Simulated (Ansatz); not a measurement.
What In on a Cd site does to CdS

Consider an 8-atom supercell of CdS in the zinc blende structure (space group F-43m, No. 216; a = 5.878 Å) at its relaxed geometry.

It is then changed as follows: one Cd atom is replaced by In, atoms relaxed at fixed cell, starting from a slightly rattled geometry.

Method: r2SCAN (Ansatz, a quantum-chemistry and plane-wave program), spin-orbit coupling left out. Γ-centred 4×4×4 mesh, Fermi–Dirac width 0.01 eV.

The largest displacement of a host atom from its site in the perfect cell comes out as 0.03 Å and the mean distance from the defect site to its nearest host atoms increases by 0.04 bohr to 4.85 bohr.

Cost of the whole job for the changed cell (relaxation, final SCF and bands): very roughly 11 core-minutes.

The magnetic state is the one reached from the starting moments; the real material's order can differ, and small cells can't hold many antiferromagnetic ones. In so small a cell the defect repeats every few ångströms: this is an ordered compound, not a dilute defect. Starting moments died away, wholly or in part, for In on a Cd site; another magnetic solution may exist. The defect cell is spin-polarised and ends with 0.0 μB.
